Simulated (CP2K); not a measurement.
Band structure of GaSb (F-43m, 2 atoms in the cell).

```
GaSb
1.0
    4.31335     0.00000     0.00000
    2.15668     3.73547     0.00000
    2.15668     1.24516     3.52184
Ga Sb
1 1
Direct
  0.00000   0.00000   0.00000
  0.25000   0.25000   0.25000
```

Method: PBE, GPW, DZVP-MOLOPT-SR-GTH basis, GTH-PBE potentials (GTH_POTENTIALS) run with CP2K.

Settings: CUTOFF = 600 Ry; REL_CUTOFF = 50 Ry; SMEAR/METHOD = FERMI_DIRAC; ELECTRONIC_TEMPERATURE = 116.05 K; KPOINTS/SCHEME = MONKHORST-PACK 8 8 8; GAMMA_CENTERED = T; XC_FUNCTIONAL = PBE; Ga/BASIS_SET = DZVP-MOLOPT-SR-GTH-q13; Ga/POTENTIAL = GTH-PBE-q13; Sb/BASIS_SET = DZVP-MOLOPT-SR-GTH-q5; Sb/POTENTIAL = GTH-PBE-q5; METHOD = GPW; EPS_DEFAULT = 1e-10; EXTRAPOLATION = USE_GUESS.

The starting cell has typed, rounded lattice constants, without a prior relaxation at this level. Spin-orbit coupling is off. Values carry the incompleteness of an atom-centred basis.

### Question
Predict the gap along the standard path and the places of the band edges.

### Answer
The gap along the path is 0.14 eV, direct at Γ to within 0.01 eV.

Levels in eV from the top of the valence band on the SCF mesh, bands 6 to 10:
| point | 6 | 7 | 8 | 9 | 10 |
|---|---|---|---|---|---|
| Γ | -11.49 | 0.00 | 0.00 | 0.00 | 0.14 |
| X | -9.02 | -6.86 | -2.61 | -2.61 | 0.88 |
| W | -8.97 | -6.73 | -3.40 | -3.19 | 3.77 |
| K | -9.09 | -6.68 | -3.68 | -2.22 | 1.41 |
| L | -9.86 | -6.43 | -1.17 | -1.17 | 0.43 |
| U | -9.09 | -6.68 | -3.68 | -2.22 | 1.41 |

Higher empty bands are left out: an atom-centred basis made for the valence describes them poorly.
